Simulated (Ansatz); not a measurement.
# A self-consistent single point of Hf₂CoP (Pm, 8 atoms in the cell) with Ansatz

Method: PBEsol, default PAW files made with PBE (plane waves; Ansatz, a quantum-chemistry and plane-wave program).

This input was run:

Ansatz 0.2 input:
```yaml
# Hf2CoP
crystal:
  lattice:
    - [5.12722500, 0.00000000, 0.00000000]
    - [0.00000000, 3.54676700, 0.00000000]
    - [-2.42337900, 0.00000000, 6.90814000]
  atoms:
    - { symbol: Hf, position: [0.77582100, 0.25000000, 0.57075800] }
    - { symbol: Hf, position: [0.22760000, 0.75000000, 0.43648000] }
    - { symbol: Hf, position: [0.29612000, 0.25000000, 0.08172000] }
    - { symbol: Hf, position: [0.70388000, 0.75000000, 0.91828000] }
    - { symbol: Co, position: [0.35977000, 0.25000000, 0.71069000] }
    - { symbol: Co, position: [0.64023000, 0.75000000, 0.28931000] }
    - { symbol: P, position: [0.86171000, 0.25000000, 0.21106000] }
    - { symbol: P, position: [0.13829000, 0.75000000, 0.78894000] }
basis:
  ecutwfc: 30.9 Ry
kpoints:
  mp_grid:
    grid: [5, 7, 3]
hamiltonian:
  xc: pbesol
  pseudopotentials:
    kind: paw
scf:
  occupations:
    method: gaussian
    width: 0.0073 Ry
output:
  forces: true
  eigenvalues: true
  stress: true
```

The program printed (abridged):

```
WARN ansatz: RAYON_NUM_THREADS=1 ignored (pool sized by the plan → 1); use --threads N
Pseudopotentials: kind: paw
Pseudopotential: Hf, paw, valence charge 26
Pseudopotential: Co, paw, valence charge 17
Pseudopotential: P, paw, valence charge 5
Crystal: 8 atoms, lattice volume = 125.625 Å³
Basis set: ecut = 420.4159175005146 eV, 2455 PW (Γ), exchange–correlation on 72×48×100 points (8 copies of the dense FFT grid, shifted against one another)
Bands: 89, of which v1, the nominal top of the filled ones, is band 74 counted from 1 (73 counted from 0)
Symmetry: 2 space group operations
Space group: Pm (ITA 6), of the structure as read, at distance tolerance 5.0e-5 Å
k-points: 32 of 105 (time reversal used)
PAW frozen core: Hf, regenerated for the run's functional, and the local potential with it
PAW frozen core: Co, regenerated for the run's functional, and the local potential with it
PAW frozen core: P, regenerated for the run's functional, and the local potential with it
Initial density: superposition of atomic densities (neutral atoms: chi_scale 0, normalization atom), corrected by the library's trained network
Initial wavefunctions: pseudopotential atomic-orbital guess
Eigensolver: davidson
Functional: x = pbesol(κ = 0.804, μ = 0.12345679012345678), c = pbesol(β = 0.046)
SCF iter   1: F=—  HF=-74066.123505 eV  |F-HF|=—  |Δ(HF+E_count)|=         —  Δρ=2.66e-2  dr2=6.98e-1  ethr=1.77e-3  ⟨swp⟩=5.3  Hψ=9397  notcnv=0  defer=54
all-band conjugate gradients solve this SCF's bands
preconditioner: auto → Kerker (q_TF=auto, 2.804 Å⁻¹)
SCF iter   2: F=—  HF=-74066.084383 eV  |F-HF|=—  |Δ(HF+E_count)|=   3.91e-2  Δρ=1.02e-2  dr2=1.29e-1  ethr=4.72e-4  ⟨swp⟩=2.0  Hψ=3461  notcnv=0  defer=149
SCF iter   3: F=—  HF=-74066.073909 eV  |F-HF|=—  |Δ(HF+E_count)|=   1.05e-2  Δρ=1.88e-3  dr2=7.55e-3  ethr=8.75e-5  ⟨swp⟩=1.6  Hψ=2677  notcnv=0  defer=149
SCF iter   4: F=—  HF=-74066.073102 eV  |F-HF|=—  |Δ(HF+E_count)|=   8.07e-4  Δρ=5.94e-4  dr2=7.71e-4  ethr=5.10e-6  ⟨swp⟩=2.0  Hψ=4158  notcnv=0  defer=149
SCF iter   5: F=—  HF=-74066.072632 eV  |F-HF|=—  |Δ(HF+E_count)|=   4.70e-4  Δρ=4.22e-4  dr2=2.76e-4  ethr=5.21e-7  ⟨swp⟩=2.0  Hψ=4883  notcnv=0  defer=149
SCF iter   6: F=—  HF=-74066.072538 eV  |F-HF|=—  |Δ(HF+E_count)|=   9.44e-5  Δρ=9.65e-5  dr2=1.72e-5  ethr=1.87e-7  ⟨swp⟩=2.0  Hψ=4148  notcnv=0  defer=149
SCF iter   7: F=—  HF=-74066.072499 eV  |F-HF|=—  |Δ(HF+E_count)|=   3.85e-5  Δρ=3.09e-5  dr2=1.81e-6  ethr=1.16e-8  ⟨swp⟩=2.0  Hψ=4954  notcnv=0  defer=153
SCF iter   8: F=—  HF=-74066.072499 eV  |F-HF|=—  |Δ(HF+E_count)|=   4.24e-7  Δρ=1.34e-5  dr2=2.29e-7  ethr=1.23e-9  ⟨swp⟩=2.3  Hψ=4558  notcnv=0  defer=153
SCF iter   9: F=-74066.072499 eV  HF=-74066.072499 eV  |F-HF|=7.46e-8  |Δ(HF+E_count)|=   2.94e-8  Δρ=4.28e-6  dr2=2.52e-8  ethr=6.76e-11  ⟨swp⟩=11.2  Hψ=14519  notcnv=0
SCF 1 converged in 9 iterations: F = -74066.072499 eV  dr2 = 2.52e-8
SCF converged after 9 iterations
Free energy (F): -74066.072499 eV
Harris-Foulkes:  -74066.072499 eV  (|F-HF|=7.46e-8)
Internal energy: -74066.045124 eV  (E = F + TS)
E sigma→0 (E₀):  -74066.058811 eV
Entropy (-TS):   -0.027375 eV (-3.422 meV/atom)
Fermi energy:    19.794848 eV
--- Per-component energies (eV) ---
  E_band       = -154.533188
  E_kinetic    = 2767.814137
  E_local      = -27261.185066  (includes V_loc(G=0)·N_el)
  E_nonlocal   = -3979.100302
  E_hartree    = 12620.276500
  E_xc         = -1638.836791
  E_vxc        = -1608.324627  (∫ρ·V_xc dr)
  E_paw        = -31303.323730  (= ΣΔE_a)
  E_vpaw       = 4685.711735  (= ΣTr[D̂ρ^β])
  E_aug_tail   = 0.000101  (compensation charges beyond the density's cutoff)
  E_ewald      = -25277.163370
  E_core_change = 5.473397  (= ΣΔE_core)
  E_smearing   = -0.027375  (= −TS)
  E_closure    = 0.000000  (closes the sum)
  Σ components = -74066.072499   (vs F -74066.072499, Δ=0.00e0)
--- Forces (eV/Å), atoms counted from 1 ---
  atom   1  Hf     0.02322346     0.00000000    -0.39638386
  atom   2  Hf    -0.01130058     0.00000000    -0.13547356
  atom   3  Hf    -0.12319005     0.00000000    -0.10703200
  atom   4  Hf     0.13700313     0.00000000     0.27922441
  atom   5  Co    -0.13379877     0.00000000     0.01959934
  atom   6  Co     0.11993116     0.00000000     0.11870180
  atom   7  P     -0.04211390     0.00000000     0.08722587
  atom   8  P      0.03025294     0.00000000     0.13414481
  max |Σ_I F_I| component: 7.39e-6 eV/Å
--- Stress (GPa, compression-positive) ---
        0.831573      -0.000000       0.078988
       -0.000000       0.153794      -0.000000
        0.078988      -0.000000      -0.306144
  P = ⅓ Tr σ = 0.2264 GPa (2.264 kbar)
  The stress holds the Pulay correction. Without it, at fixed plane waves, as pw.x and ABINIT print it: P = 0.1515 GPa
--- Band table (eV; the first three rows and the last of 32) ---
  k-point 0: bands = ["-74.6417", "-74.5975", "-41.7898", "-41.7637", "-41.7056", "-41.6749", "-38.1224", "-38.1163", "-38.0745", "-38.0658", "-38.0014", "-37.9643", "-10.7447", "-10.6420", "-10.6307", "-10.5104", "-10.4618", "-10.4180", "-10.3868", [...]
  k-point 1: bands = ["-74.6417", "-74.5975", "-41.7896", "-41.7641", "-41.7054", "-41.6749", "-38.1224", "-38.1163", "-38.0745", "-38.0658", "-38.0014", "-37.9643", "-10.7370", "-10.6191", "-10.6113", "-10.5407", "-10.4477", "-10.4463", "-10.4075", [...]
  k-point 2: bands = ["-74.6416", "-74.5975", "-41.7878", "-41.7638", "-41.7033", "-41.6757", "-38.1224", "-38.1165", "-38.0745", "-38.0661", "-38.0017", "-37.9645", "-10.7240", "-10.6422", "-10.6125", "-10.5023", "-10.4833", "-10.4363", "-10.4303", [...]
  k-point 31: bands = ["-74.6416", "-74.5974", "-41.7769", "-41.7669", "-41.6882", "-41.6855", "-38.1220", "-38.1177", "-38.0741", "-38.0674", "-38.0028", "-37.9655", "-10.7057", "-10.6852", "-10.6413", "-10.6234", "-10.5152", "-10.4603", [...]
```

The run converged in 9 iterations.

The starting cell comes from a database of computed structures (which also holds hypothetical and non-ambient phases and stackings), without a prior relaxation at this level. Its lattice was rescaled by up to half a per cent. One atom was moved a little off its site on purpose. Spin-orbit coupling is off. Spin polarisation is off, so a magnetic state, if there is one, cannot be reached. Ansatz's pressure includes its estimate of the finite-basis (Pulay) stress.

Cost on one core of a shared machine: roughly 50 s.
